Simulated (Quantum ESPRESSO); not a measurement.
## Quick settings and what they miss: YBeCu₄ (P-6m2, 6 atoms in the cell)

Self-consistent single point.

```xyz
6
Lattice="5.0270 0.0000 0.0000 -2.5135 4.3535 0.0000 0.0000 0.0000 3.8450" Properties=species:S:1:pos:R:3 pbc="T T T"
Y      0.0000     0.0000     0.0000
Be     0.0000     2.9024     0.0000
Cu     2.5135     1.4512     0.0000
Cu    -1.2219     2.1969     1.9225
Cu     0.0000     4.3133     1.9225
Cu     1.2219     2.1969     1.9225
```

Method: LDA (PZ), PSlibrary PAW (LDA) pseudopotentials (plane waves; Quantum ESPRESSO).

Base settings: ecutwfc = 55 Ry; ecutrho = 385 Ry; occupations = smearing; smearing = methfessel-paxton; degauss = 0.0073499 Ry; K_POINTS = automatic 8 8 9 0 0 0; conv_thr = 1e-11 Ry.

Tight run (finer mesh or higher cutoff; not a proven limit): ecutwfc: 55 Ry → 77 Ry; ecutrho: 385 Ry → 539 Ry; conv_thr: 1e-11 Ry → 7.3e-11 Ry; K_POINTS: automatic 8 8 9 0 0 0 → automatic 11 11 13 0 0 0. It gave Fermi level (on the code's own zero) 11.37 eV; pressure -6.74 GPa; largest force (vector length) 0.050 eV/Å.

Quick runs, as changes from the base:
- A: the base itself
- B: ecutwfc: 55 Ry → 44 Ry; ecutrho: 385 Ry → 308 Ry; K_POINTS: automatic 8 8 9 0 0 0 → automatic 2 2 2 0 0 0
- C: ecutwfc: 55 Ry → 33 Ry; ecutrho: 385 Ry → 231 Ry; conv_thr: 1e-11 Ry → 7.3e-06 Ry; K_POINTS: automatic 8 8 9 0 0 0 → automatic 6 6 6 0 0 0
- D: ecutwfc: 55 Ry → 30 Ry; ecutrho: 385 Ry → 210 Ry; conv_thr: 1e-11 Ry → 7.3e-06 Ry; pseudopotentials: {Y: Y.pz-spn-kjpaw_psl.1.0.0.UPF, Be: Be.pz-n-kjpaw_psl.1.0.0.UPF, Cu: Cu.pz-dn-kjpaw_psl.1.0.0.UPF} → {Y: Y.pbe-spn-kjpaw_psl.1.0.0.UPF, Be: Be.pbe-n-kjpaw_psl.1.0.0.UPF, Cu: Cu.pbe-dn-kjpaw_psl.1.0.0.UPF}; K_POINTS: automatic 8 8 9 0 0 0 → automatic 3 3 3 1 1 1; input_dft: default → pbesol [PBEsol]
- E: ecutwfc: 55 Ry → 25 Ry; ecutrho: 385 Ry → 175 Ry; conv_thr: 1e-11 Ry → 7.3e-05 Ry; pseudopotentials: {Y: Y.pz-spn-kjpaw_psl.1.0.0.UPF, Be: Be.pz-n-kjpaw_psl.1.0.0.UPF, Cu: Cu.pz-dn-kjpaw_psl.1.0.0.UPF} → {Y: Y.pbe-spn-kjpaw_psl.1.0.0.UPF, Be: Be.pbe-n-kjpaw_psl.1.0.0.UPF, Cu: Cu.pbe-dn-kjpaw_psl.1.0.0.UPF}; K_POINTS: automatic 8 8 9 0 0 0 → automatic 8 8 8 0 0 0; input_dft: default → pbesol [PBEsol]
- F: ecutwfc: 55 Ry → 33 Ry; ecutrho: 385 Ry → 231 Ry; smearing: methfessel-paxton → marzari-vanderbilt; degauss: 0.0073499 Ry → 0.0099958 Ry; K_POINTS: automatic 8 8 9 0 0 0 → automatic 1 1 1 0 0 0

Energies are extrapolated to zero smearing width, which holds to low order in the width alone (under cold and Methfessel-Paxton smearing the free energy itself is taken).

Dashes: pressure of C, D, E, not trusted under this conv_thr with d or f elements; time of C, D, E, F, under 30 s; energy of D, E, another energy zero.

† marks runs with another functional, U, potentials or spin treatment: their distance from the tight run is not a convergence error alone.

The count of work is k-points × plane waves × bands × iterations; it is no time. Core times come from one kind of shared machine and are given to one figure; runs under 30 s give none.

The starting cell comes from a database of computed structures (which also holds hypothetical and non-ambient phases and stackings), without a prior relaxation at this level. Its lattice was rescaled by a random factor within 2.5 % of one. Spin polarisation is off. In the base run, with a pressure of about -7 GPa the cell is away from its equilibrium volume at this level.

| run | energy less tight (meV/atom) | pressure less tight (GPa) | largest miss in a force vector (eV/Å) | count of work / tight | core time / tight (rough) |
|---|---|---|---|---|---|
| A | 4.4 | -0.38 | 0.005 | 0.29 | 0.3 |
| B | 9.4 | -1.72 | 0.048 | 0.018 | 0.06 |
| C | 63.1 | – | 0.008 | 0.038 | – |
| D† | – | – | 0.014 | 0.012 | – |
| E† | – | – | 0.253 | 0.039 | – |
| F | 1124.0 | 6.35 | 0.036 | 0.0046 | – |

Among the runs at the tight run's level, the energy misses run from 4.4 to 1124.0 meV/atom.
